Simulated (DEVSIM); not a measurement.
Structure: Schottky contact on p-type In0.53Ga0.47As, at 300 K.

Layer 1 from the left is In0.53Ga0.47As, thickness (μm) 15.0, Na (cm⁻³) 5.9e15, τn (s) 3.1e-10, τp (s) 3.1e-10.

Left contact: Schottky, work function 4.94 eV, emission velocity 8.6e6 cm/s. Right contact: ohmic. Voltage is applied to the left contact. Recombination: SRH at mid-gap. Mobility is μmin + (μ − μmin)/(1 + (N/Nref)^α).

This is a model device: material constants are rounded textbook-type values typed into the input, and sizes, dopings and lifetimes were drawn at random. Values at 300 K.

In0.53Ga0.47As: gap (eV) 0.74, affinity (eV) 4.51, permittivity 13.9, Nc (cm⁻³) 2.1e17, Nv (cm⁻³) 7.7e18, μn (cm²/Vs) 12000, μp (cm²/Vs) 300, μn,min 300, μp,min 10, Nref,n 1.3e17, Nref,p 4.9e17, αn 0.48, αp 0.4.

Estimate by hand the built-in potential, the peak field at zero bias, the capacitance at 0.6 V, and compare with a numerical solution.


- Built-in potential: barrier φB = 0.310 eV; Vbi = φB − kT/q ln(N_band/N) = 0.125 V; numerical 0.125 V.
- Peak field at zero bias: depletion approximation: W = √(2εVbi/(qN)) = 0.180 μm with N = 5.90e15 cm⁻³; field = 2Vbi/W = 13800 V/cm; numerical 12300 V/cm (estimate above by 13 %).
- Capacitance at 0.6 V: C = √(qεN / 2(Vbi + |V|)) = 28.3 nF/cm²; numerical 30.5 nF/cm² (estimate below by 7.0 %).

Simulated with DEVSIM: 1D drift-diffusion, Boltzmann statistics, complete ionisation; no tunnelling, impact ionisation, image-force lowering or self-heating. Metal contacts follow the ideal Schottky-Mott rule: no Fermi-level pinning, no interface dipoles.
